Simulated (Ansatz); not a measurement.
How far to go with the k-point mesh: Ti (P-3m1, 2 atoms in the cell)

```yaml
crystal:
  lattice:
    - [1.46762, -2.54200, 0.00000]
    - [1.46762, 2.54200, 0.00000]
    - [0.00000, 0.00000, 4.65660]
  atoms:
    - { symbol: Ti, position: [0.33333, 0.66667, 0.26074] }
    - { symbol: Ti, position: [0.66667, 0.33333, 0.75000] }
```

Method of the run: LDA (PW92), default PAW files made with PBE (plane waves; Ansatz, a quantum-chemistry and plane-wave program).

Base settings: basis.ecutwfc = 420 eV; kpoints.mp_grid.grid = 13 13 7; hamiltonian.xc = lda; hamiltonian.pseudopotentials = {kind: paw} (the program's default PAW files); scf.occupations.method = fermi_dirac; scf.occupations.width = 0.1 eV.

The second cell is the first with its lattice scaled by 0.98.

Only quantities that move along the ladder and can be compared are tabulated.

The count of work is k-points × plane waves × bands × iterations; it is no time. Core times come from one kind of shared machine, to one figure; runs under 30 s give none.

The starting cell has typed, rounded lattice constants, without a prior relaxation at this level. Its lattice was rescaled by up to half a per cent. One atom was moved a little off its site on purpose. Spin polarisation is off. In the base run, with a pressure of about -8 GPa the cell is away from its equilibrium volume at this level. Ansatz's pressure includes its estimate of the finite-basis (Pulay) stress.

```tsv
kpoints.mp_grid.grid	free energy less the last step's (meV/atom)	energy of the compressed cell less the first (meV/atom)	pressure (GPa)	largest difference of a force vector from the last step's (eV/Å)	count of work / last	core time / last (rough)
2 2 1	-384.57	-73.51	-14.26	0.133	0.00055	–
2 2 2	-346.70	-105.67	-18.54	0.201	0.0011	–
3 3 2	-29.68	-41.31	-9.44	0.089	0.0016	–
4 4 2	24.18	-29.39	-7.78	0.058	0.0019	–
4 4 3	9.04	-28.23	-7.62	0.008	0.0021	–
5 5 3	-3.90	-32.03	-8.16	0.015	0.0028	–
6 6 3	8.56	-28.99	-7.73	0.016	0.0047	–
6 6 4	2.66	-32.45	-8.17	0.021	0.0066	–
7 7 4	-1.17	-32.20	-8.17	0.001	0.0066	–
8 8 5	0.11	-32.03	-8.14	0.005	0.011	–
9 9 5	-0.06	-32.53	-8.20	0.002	0.014	–
10 10 6	0.28	-32.21	-8.15	0.004	0.020	–
11 11 6	0.12	-32.16	-8.15	0.000	0.023	–
12 12 7	0.07	-32.12	-8.15	0.002	0.031	–
13 13 7	0.06	-32.21	-8.16	0.002	0.035	–
14 14 8	0.04	-32.18	-8.16	0.000	0.046	–
15 15 8	0.03	-32.20	-8.16	0.000	0.053	–
17 17 9	0.00	-32.21	-8.16	0.000	0.061	–
18 18 10	0.00	-32.21	-8.16	0.000	0.091	–
20 20 11	0.00	-32.22	-8.16	0.000	0.12	–
23 23 13	0.00	-32.22	-8.16	0.000	0.18	–
25 25 14	0.00	-32.22	-8.16	0.000	0.23	0.4
28 28 15	0.00	-32.22	-8.16	0.000	0.30	0.5
31 31 17	0.00	-32.22	-8.16	0.000	0.41	0.7
34 34 19	0.00	-32.22	-8.16	0.000	0.55	0.7
38 38 21	0.00	-32.22	-8.16	0.000	0.75	0.9
42 42 23	0.00	-32.22	-8.16	0.000	1.0	1
```

Coarsest kpoints.mp_grid.grid that holds the energy of the compressed cell less the first within 1 meV/atom of the last step, with all finer ones: 6 6 4, at 0.0066 of the last step's count of work; the step before is off by 3.2 meV/atom.

Coarsest kpoints.mp_grid.grid that holds the forces within 0.01 eV/Å of the last step, with all finer ones: 7 7 4, at 0.0066 of the last step's count of work; the step before is off by 0.021 eV/Å.

Coarsest kpoints.mp_grid.grid that holds the free energy within 1 meV/atom of the last step, with all finer ones: 8 8 5, at 0.011 of the last step's count of work; the step before is off by 1.2 meV/atom.

The energy difference between the two cells stays within 1 meV/atom of the last step's from 6 6 4 on, the total only from 8 8 5 on: much of the error is common to both cells and cancels.

Keys are those of Ansatz 0.2.
